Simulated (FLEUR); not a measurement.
## Worked example: self-consistent single point of Ge2W (I4mm, 3 atoms in the cell) in FLEUR

Method of the run: PBEsol, all-electron FLAPW (FLEUR), scalar-relativistic valence run with FLEUR.

This input was run:

Input of the input generator:

```
Ge2W FLAPW
&input film=f /
-3.1569783535 3.1569783535 7.7653457393
3.1569783535 -3.1569783535 7.7653457393
3.1569783535 3.1569783535 -7.7653457393
1.0
1.0 1.0 1.0

3
32 0.3436740000 0.3436740000 0.0000000000
32 0.6624100000 0.6624100000 0.0000000000
74 0.0000000000 0.0000000000 0.0000000000

&comp jspins=1 /
&exco xctyp='PBEs' /
&kpt div1=6 div2=6 div3=6 gamma=t /
&end /
```

```xml
<?xml version="1.0" encoding="UTF-8" standalone="no"?>
<fleurInput fleurInputVersion="0.39">
   <comment>
      Ge2W FLAPW                                                                                          
   </comment>
   <calculationSetup>
      <cutoffs Kmax="4.4" Gmax="15.4" GmaxXC="15.4" numbands="0"/>
      <scfLoop itmax="100" minDistance="0.00001" maxIterBroyd="15" imix="Anderson" alpha="0.05" precondParam="0.0" spinf="2.0"/>
      <coreElectrons ctail="T" frcor="F" kcrel="0" coretail_lmax="0"/>
      <xcFunctional name="PBEs" relativisticCorrections="F"/>
      <magnetism jspins="1"/>
      <soc l_soc="F" theta="0.0" phi="0.0" spav="F"/>
      <expertModes spex="0" secvar="F"/>
      <geometryOptimization l_f="T" forcealpha="1.0" forcemix="BFGS" epsdisp="0.00001" epsforce="0.00001"/>
      <ldaU l_linMix="F" mixParam="0.05" spinf="1.0"/>
   </calculationSetup>
   <cell>
      <bzIntegration valenceElectrons="42.0" mode="hist" fermiSmearingEnergy="0.00367493">
         <kPointListSelection listName="default-1"/>
         <!-- k-points included here -->
         <xi:include xmlns:xi="http://www.w3.org/2001/XInclude" href="kpts.xml"> </xi:include>
      </bzIntegration>
      <!-- symmetry operations included here -->
      <xi:include xmlns:xi="http://www.w3.org/2001/XInclude" href="sym.xml"> </xi:include>
      <bulkLattice scale="1.0">
         <bravaisMatrix>
            <row-1>   -3.1569783535000000     3.1569783535000000     7.7653457392999998</row-1>
            <row-2>    3.1569783535000000    -3.1569783535000000     7.7653457392999998</row-2>
            <row-3>    3.1569783535000000     3.1569783535000000    -7.7653457392999998</row-3>
         </bravaisMatrix>
      </bulkLattice>
   </cell>
   <atomSpecies>
      <species name="Germanium (Ge)" element="Ge" atomicNumber="32">
         <mtSphere radius="2.26" gridPoints="797" logIncrement="0.016"/>
         <atomicCutoffs lmax="10" lnonsphr="8"/>
         <electronConfig flipSpins="F">
            <coreConfig>(1s1/2) (2s1/2) (2p1/2) (2p3/2) (3s1/2) (3p1/2) (3p3/2)</coreConfig>
            <valenceConfig>(4s1/2) (3d3/2) (3d5/2) (4p1/2) (4p3/2)</valenceConfig>
            <stateOccupation state="(4p1/2)" spinUp="0.3333333333333" spinDown="0.3333333333333"/>
            <stateOccupation state="(4p3/2)" spinUp="0.6666666666667" spinDown="0.6666666666667"/>
         </electronConfig>
         <energyParameters s="4" p="4" d="3" f="4"/>
         <lo type="HELO" l="2" n="4" eDeriv="0"/>
      </species>
      <species name="Tungsten (W)" element="W" atomicNumber="74">
         <mtSphere radius="2.38" gridPoints="839" logIncrement="0.016"/>
         <atomicCutoffs lmax="10" lnonsphr="8"/>
         <electronConfig flipSpins="F">
            <coreConfig>(1s1/2) (2s1/2) (2p1/2) (2p3/2) (3s1/2) (3p1/2) (3p3/2) (4s1/2) (3d3/2) (3d5/2) (4p1/2) (4p3/2) (4d3/2) (4d5/2) (4f5/2) (4f7/2)</coreConfig>
            <valenceConfig>(5s1/2) (5p1/2) (5p3/2) (6s1/2) (5d3/2) (5d5/2)</valenceConfig>
            <stateOccupation state="(5d3/2)" spinUp="0.8" spinDown="0.8"/>
            <stateOccupation state="(5d5/2)" spinUp="1.2" spinDown="1.2"/>
         </electronConfig>
         <energyParameters s="6" p="6" d="5" f="5"/>
         <lo type="SCLO" l="0" n="5" eDeriv="0"/>
         <lo type="SCLO" l="1" n="5" eDeriv="0"/>
      </species>
   </atomSpecies>
   <atomGroups>
      <atomGroup species="Germanium (Ge)">
         <relPos label="                   1">.3436740000 .3436740000 .0000000000</relPos>
         <force calculate="T" relaxXYZ="TTT"/>
      </atomGroup>
      <atomGroup species="Germanium (Ge)">
         <relPos label="                   2">-.3375900000 -.3375900000 .0000000000</relPos>
         <force calculate="T" relaxXYZ="TTT"/>
      </atomGroup>
      <atomGroup species="Tungsten (W)">
         <relPos label="                   3">.0000000000 .0000000000 .0000000000</relPos>
         <force calculate="T" relaxXYZ="TTT"/>
      </atomGroup>
   </atomGroups>
   <output dos="F" band="F" slice="F">
      <checks vchk="F" cdinf="F"/>
      <bandDOS minEnergy="-.5*Htr" maxEnergy="0.5*Htr" sigma="0.015" storeEVData="T"/>
      <vacuumDOS vacdos="F" integ="F" star="F" nstars="0" locx1="0.0" locy1="0.0" locx2="0.0" locy2="0.0" nstm="0" tworkf="0.0"/>
      <unfoldingBand unfoldBand="F" supercellX="1" supercellY="1" supercellZ="1"/>
      <plotting iplot="0" polar="F">
         <plot TwoD="T" vec1="  1.0  0.0  0.0" vec2="  0.0  1.0  0.0" vec3="  0.0  0.0  1.0" zero="  0.0  0.0  0.0" file="plot"/>
      </plotting>
      <chargeDensitySlicing numkpt="0" minEigenval="0.0" maxEigenval="0.0" nnne="0" pallst="F"/>
      <specialOutput eonly="F"/>
      <magneticCircularDichroism mcd="F" energyLo="-10.0" energyUp="0.0"/>
   </output>
  <!-- We include the file relax.xml here to enable relaxations (see documentation) -->
  <xi:include xmlns:xi="http://www.w3.org/2001/XInclude" href="relax.xml"> <xi:fallback/> </xi:include>
</fleurInput>
```

Output (repeated stretches shortened):

```
      Welcome to FLEUR        (www.flapw.de)
      MaX-Release 8.1          (www.max-centre.eu)

 ========== k-point set info ==========
 Selected k-point list: default-1
 k-point list type: mesh
 6 x 6 x 6
 Number of k points: 30

 ------------Calculation Setup---------------------------
           1           2           3           5           6          10          15          30
 Number of basis functions:          492
 Iteration:     1   Distance:      10.05208884 me/bohr^3
 Iteration:     2   Distance:       9.30125415 me/bohr^3
 Iteration:     3   Distance:       4.43445011 me/bohr^3
 Iteration:     4   Distance:       1.52059224 me/bohr^3
 Iteration:     5   Distance:       1.23322688 me/bohr^3
 Iteration:     6   Distance:       0.51189581 me/bohr^3
   [... 8 lines left out ...]
 Iteration:    15   Distance:       0.00009454 me/bohr^3
 Iteration:    16   Distance:       0.00008605 me/bohr^3
 Iteration:    17   Distance:       0.00005032 me/bohr^3
 Iteration:    18   Distance:       0.00002136 me/bohr^3
 Iteration:    19   Distance:       0.00000349 me/bohr^3
 Reset of history

 Run finished successfully
 Stop message:
   Structural relaxation: new displacements generated

[file out, last iteration]
             iter=     20
          p o t e n t i a l   g e n e r a t o r
[...]
          integral of pseudo charge density inside the slab=        0.000000   0.000000
     coulomb potential in the interstitial region:
          density-coulomb potential integrals
          total density-coulomb potenti   -34148.9352126277
          density-effective potential integrals for spin  1
          total density-effective poten   -3.4776574924E+04
          charge density-energy density integrals
          total charge density-energy d   -4.7718087360E+02
 Updated energy parameters for spin:           1
  Atom    1 4s branch from -5.51 to  1.08 htr. ; e_l =  0.1265
  Atom    1 4p branch from -3.57 to  1.75 htr. ; e_l =  0.3459
  Atom    1 3d branch from -9.99 to -0.38 htr. ; e_l = -0.4002
  Atom    1 4f branch from -9.99 to  3.64 htr. ; e_l =  0.7092
  Atom    1-4d branch from  2.22 to  2.22 htr. ; e_l(l  2.2182
  Atom    2 4s branch from -5.51 to  1.08 htr. ; e_l =  0.1278
  Atom    2 4p branch from -3.57 to  1.75 htr. ; e_l =  0.3477
  Atom    2 3d branch from -9.99 to -0.38 htr. ; e_l = -0.4005
  Atom    2 4f branch from -9.99 to  3.64 htr. ; e_l =  0.7112
  Atom    2-4d branch from  2.22 to  2.22 htr. ; e_l(l  2.2186
  Atom    3 6s branch from -2.19 to  2.41 htr. ; e_l =  0.2403
  Atom    3 6p branch from -0.81 to  3.44 htr. ; e_l =  0.3749
  Atom    3 5d branch from -8.06 to  0.99 htr. ; e_l =  0.3986
  Atom    3 5f branch from -0.54 to  3.00 htr. ; e_l =  0.6393
  Atom    3 5s branch from-20.20 to -2.19 htr. ; e_l(l -2.2215
  Atom    3 5p branch from-14.84 to -0.81 htr. ; e_l(l -0.9329
[...]
 fermi energy and band-weighting factors:
at   0.00000   0.00000   0.00000   k-weight:    0.004630
   33 eigenvalues :
   -2.221566   -0.906723   -0.906723   -0.905595   -0.410775   -0.410580   -0.410430   -0.409075
   -0.409075   -0.408063   -0.408063   -0.407853   -0.407675   -0.406169   -0.014378    0.264965
    0.316464    0.392403    0.408872    0.408872    0.519534    0.591127    0.610569    0.610569
    0.642404    0.682899    0.698064    0.698064    0.750807    1.038657    1.038657    1.043554
    1.120224
   [... 2 blocks of this kind left out ...]

[...]
FERMIE:
          first approx. to ef    (T=0)  :   0.497637 htr   (energy of the highest occ. eigenvalue)
          number of occ. states  (T=0)  :        628
          first approx. to seigv (T=0)  : -13.645990 htr
          sum of weights of occ. states :  21.000000
          sum of semicore charge        :   0.000000 e
FERHIS:  Fermi-Energy by histogram:
          bandgap                     :   0.000706 htr
          charge neutrality (T=0)     :   0.000000    (zero if the highest occ. eigenvalue is "entirely" occupied)
     EF_NEWTON:  Adjust Fermi-Energy by Newton-Method.
               Number of iterations needed  :   3
               The error in the weight is   : -0.53788E-10
               The error in ef is           :  0.38958E-11 htr
     -->  new fermi energy            :   0.498570 htr
          valence charge              :  42.000000 e
          actual charge blw ef-8kt    :  41.222222 e
          actual charge blw ef+8kt    :  42.000000 e
          number of occ. states       :       641
          sum of the valence weights  :   21.000000
          entropy         :   0.314799 *kb htr/K =   0.00000 htr/K
          sum of val. single particle energies:       -13.6455080219 htr
 Direct bandgap for spin            1 :    1.6630360549988010E-002  Htr
 at k-point           27  with k-vector   0.33333333333333331       0.50000000000000000       0.50000000000000000
          valence density: spin= 1
[...]
     l-like charge
     atom     s        p        d        f        total
 -->  1    1.07694  1.14894 10.05883  0.02098   12.30875
 -->  2    1.07807  1.13745 10.05684  0.02048   12.29578
 -->  3    2.24904  6.11920  3.18324  0.02588   11.58101
          total charge for spin  1=   42.000000
          interst. charge =       5.814459
          mt charge=             12.308754   12.295780   11.581007
          total charge  =   42.000000
          z= 32.     r(1)=  0.665172E-05     dx= 0.016000     m.t.index= 797
               n    l     j    energy       weight
               1.   0.   0.5 -401.6854      2.0000
               2.   0.   0.5  -49.6764      2.0000
               2.   1.   0.5  -44.1240      2.0000
               2.   1.   1.5  -42.9542      4.0000
               3.   0.   0.5   -5.5058      2.0000
               3.   1.   0.5   -3.6763      2.0000
               3.   1.   1.5   -3.5192      4.0000
          atom type    1  (spin 1)
          kinetic energy=  0.198430515636E+04     sum of the eigenvalues= -0.119522940504E+04
          0.00075894  electrons lost from core.
   [... 2 blocks of this kind left out ...]

          total charge for spin  1=  138.000000
          interst. charge =       5.826157
          mt charge=             30.308160   30.295169   71.570514
          total charge  =  138.000000
          zc=   138.000000     qfix=    1.000000
     t o t a l  e n e r g y
          sum of eigenvalues =            -12283.7710603755
          density-coulomb potential int   -34148.9352126277
          density-effective potential i   -34776.5749244035
          charge density-ex.-corr.energ     -477.1808736002
          el.-nucl. inter. diff. m.t.       2524.1506507507
          Madelung term for atom type:       -18.2868639250
          el.-nucl. inter. diff. m.t.       2524.0331837972
          Madelung term for atom type:       -18.3936478172
          el.-nucl. inter. diff. m.t.      20162.1523928135
          Madelung term for atom type:       -50.6946306599
 ---->    total energy=                   -20356.5559856497 htr
 ---->    (input%tkb*entropy) TS=              0.0011568652 htr
 ---->    free energy=                    -20356.5571425150 htr
      extrapolation for T->0
 ---->    total electron energy=          -20356.5565640823 htr
 ***** TOTAL FORCES ON ATOMS *****
 TOTAL FORCE FOR ATOM TYPE=  1  X=  0.000   Y=  0.000   Z=  5.337
                       FX_TOT= 0.000000 FY_TOT= 0.000000 FZ_TOT=-0.012783
 TOTAL FORCE FOR ATOM TYPE=  2  X=  0.000   Y=  0.000   Z= -5.243
                       FX_TOT= 0.000000 FY_TOT= 0.000000 FZ_TOT= 0.008397
 TOTAL FORCE FOR ATOM TYPE=  3  X=  0.000   Y=  0.000   Z=  0.000
                       FX_TOT= 0.000000 FY_TOT= 0.000000 FZ_TOT= 0.004415
```

The run converged in 19 iterations. FLEUR gives forces in its relaxation mode, with a further iteration, so its stop message speaks of a relaxation.

The starting cell comes from a database of computed structures (which also holds hypothetical and non-ambient phases and stackings), without a prior relaxation at this level. Its lattice was rescaled by up to half a per cent. One atom was moved a little off its site on purpose. Spin-orbit coupling is off. Spin polarisation is off. Values depend on the basis (sphere radii, cutoffs, local orbitals), which need not be converged. The log's line on a gap gives a spacing of levels on this mesh, which the program prints for metals too.

Cost on one core of a shared machine: roughly 3 min.
